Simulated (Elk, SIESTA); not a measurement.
A SIESTA input for a self-consistent single point of KI (Fm-3m, 2 atoms in the cell) (DFT, GGA PBE, numerical atomic orbitals DZP, PseudoDojo PBE standard norm-conserving potentials (rewritten from UPF to PSML)):

```
# files in the folder: K.psml I.psml (PseudoDojo PBE standard)
SystemName  KI
SystemLabel KI

NumberOfAtoms                2
NumberOfSpecies              2
%block ChemicalSpeciesLabel
  1 19 K
  2 53 I
%endblock ChemicalSpeciesLabel
LatticeConstant              1.0 Ang
%block LatticeVectors
     0.000000000    3.535000000    3.535000000
     3.535000000    0.000000000    3.535000000
     3.535000000    3.535000000    0.000000000
%endblock LatticeVectors
AtomicCoordinatesFormat      ScaledCartesian
%block AtomicCoordinatesAndAtomicSpecies
     0.000000000    0.000000000    0.000000000  1
     3.535000000    3.535000000    3.535000000  2
%endblock AtomicCoordinatesAndAtomicSpecies

XC.functional                GGA
XC.authors                   PBE
PAO.BasisSize                DZP
PAO.EnergyShift              0.005 Ry
MeshCutoff                   400 Ry
%block kgrid.MonkhorstPack
    4   0   0  0.0
    0   4   0  0.0
    0   0   4  0.0
%endblock kgrid.MonkhorstPack
OccupationFunction           FD
ElectronicTemperature        580.23 K

MaxSCFIterations             150
SCF.Mixer.Method             Pulay
SCF.Mixer.Weight             0.1
SCF.Mixer.History            6
SCF.DM.Tolerance             1.0E-05
Diag.ParallelOverK           true
WriteForces                  true
```

Write the same calculation as an input for Elk.

One input that does it (others would too):

```
tasks
  0

xctype
  20

rgkmax
  7.5

gmaxvr
  16.0

nxoapwlo
  1

stype
  3

swidth
  0.00183747

avec
    0.0000000000    6.6801818506    6.6801818506
    6.6801818506    0.0000000000    6.6801818506
    6.6801818506    6.6801818506    0.0000000000

sppath
  './'

atoms
  2   : nspecies
  'K.in'   : spfname
  1   : natoms; atposl, bfcmt below
  0.0000000000  0.0000000000  0.0000000000    0.0 0.0 0.0
  'I.in'   : spfname
  1   : natoms; atposl, bfcmt below
  0.5000000000  0.5000000000  0.5000000000    0.0 0.0 0.0

ngridk
  4 4 4
```

Basis settings and potentials, where a program has them, do not carry over. This input uses DFT, PBE, all-electron FP-LAPW, Elk's shipped species files, LAPW+lo basis. Both were run: gap on the mesh 3.940 eV in SIESTA and 3.963 in Elk.

On SIESTA: the starting cell has typed, rounded lattice constants, without a prior relaxation at this level. Spin-orbit coupling is off. Values carry the incompleteness of an atom-centred basis. The basis of the alkali or alkaline-earth atoms may lack their empty d shell, which can raise the gap.

On Elk: the starting cell has typed, rounded lattice constants, without a prior relaxation at this level. Spin-orbit coupling is off. Values depend on the basis (sphere radii, cutoffs, local orbitals), which need not be converged.
